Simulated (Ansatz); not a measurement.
We look at the reaction energy. Reaction: Ge (diamond) + SnCl4 (gas) → GeCl2 (gas) + SnCl2 (gas). A negative value means that the right-hand side lies lower.

Ge (diamond, Fd-3m), 2 atoms in the cell, k-point mesh 10×10×10 on the run's own vectors. Conventional cell: a = b = c = 5.762 Å, α = β = γ = 90.00°.

An isolated GeCl2 molecule (singlet) in a box of 14 × 12 × 12 Å.
```xyz
3

Ge     0.0000    -0.9368     0.0000
Cl     1.7027     0.4684     0.0000
Cl    -1.7027     0.4684     0.0000
```

An isolated SnCl2 molecule (singlet) in a box of 15 × 13 × 12 Å.
```xyz
3

Sn     0.0000    -1.0333     0.0000
Cl     1.8225     0.5167     0.0000
Cl    -1.8225     0.5167     0.0000
```

An isolated SnCl4 molecule (singlet) in a box of 15 × 14 × 15 Å.
```xyz
5

Cl    -1.7991    -0.8592    -1.1851
Sn     0.0000     0.0001     0.0000
Cl    -0.3142     2.2722     0.3427
Cl     1.9522    -0.3373    -1.2060
Cl     0.1611    -1.0758     2.0484
```

Plane-wave PAW calculations with Ansatz (a first-principles code), its PAW set soft_1, cutoff 420 eV, 500 eV for r2SCAN. The structures are at rest with PBE; other levels are single points on them. HSE06 runs on coarser k-point meshes, mended by the PBE difference between the two meshes. Neutral cells; Fermi-Dirac smearing of at most 0.05 eV in the solids, energies taken to zero width. The lattices are those relaxed with PBE, so at other levels the solids can be strained, which adds to the spread. A dispersion term (D3(BJ), or D4 for r2SCAN) was computed beside these levels and is taken off wherever the name lacks it. Static lattices, no vibrational contributions. The structures are the rest points that the relaxations reached, not proven lowest. The runs are scalar-relativistic, without spin-orbit coupling.

Question: Give the value at the level r2SCAN.

Answer: 1.05 eV, for Ge (diamond) + SnCl4 (gas) → GeCl2 (gas) + SnCl2 (gas).

Question: List the value at the remaining levels and say how far they part.

Answer: 
```json
[
 {"Level": "HSE06", "value (eV)": "0.89", "less r2SCAN": "-0.16"}
]
```

The levels span 0.16 eV, from HSE06 (0.89) to r2SCAN (1.05).
